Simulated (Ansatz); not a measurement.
Seebeck coefficient (μV/K, mean over directions) of p-type BN (F-43m) against carrier density, r2SCAN, rigid bands (Ansatz, a quantum-chemistry and plane-wave program). Computed gap 5.01 eV; densities at which minority carriers matter at this gap, or further valleys turn the trend, are left out. Conductivity mass 0.68 mₑ (harmonic mean over directions), N_v = 8.3e19 cm⁻³ at 300 K.

| hole density | 300 K | 500 K |
|---|---|---|
| 1e16 cm⁻³ | 989 | 1054 |
| 1e17 cm⁻³ | 791 | 856 |
| 1e18 cm⁻³ | 592 | 657 |
| 3e18 cm⁻³ | 498 | ___ |
| 1e19 cm⁻³ | ___ | 459 |
| 3e19 cm⁻³ | 302 | 366 |
| 1e20 cm⁻³ | 204 | 265 |
| 3e20 cm⁻³ | 125 | 178 |
| 1e21 cm⁻³ | 62 | ___ |

Task: Fill in the missing entries.

Result: 
- 3e18 cm⁻³, 500 K: 563
- 1e19 cm⁻³, 300 K: 395
- 1e21 cm⁻³, 500 K: 98

Rigid bands with a gap fixed in temperature, one relaxation time for all states, no polarons or phonon drag, and whether or not such doping can be reached. Spin-orbit coupling is left out. Geometry: cell and atoms relaxed with PBEsol.
